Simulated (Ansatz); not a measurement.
MgZn₂ (P6₃/mmc, No. 194), treated with BLYP (PAW; Ansatz, a first-principles code).

Run with plane-wave cutoff 520 eV, 12×12×8 k mesh (along the axes of the cell as run), Fermi–Dirac smearing 0.05 eV, scalar-relativistic PAW data made under PBE.

Properties against volume:

Shape and atoms are relaxed at each volume.

```csv
V (Å³/atom),P (GPa),c (Å),a (Å)
16.898,2.28,8.491,5.251
17.250,1.07,8.544,5.289
17.602,0.00,8.598,5.326
17.954,-0.94,8.652,5.362
18.306,-1.76,8.700,5.400
```

Note: the bulk modulus comes from volumes at which shape and atoms were relaxed.
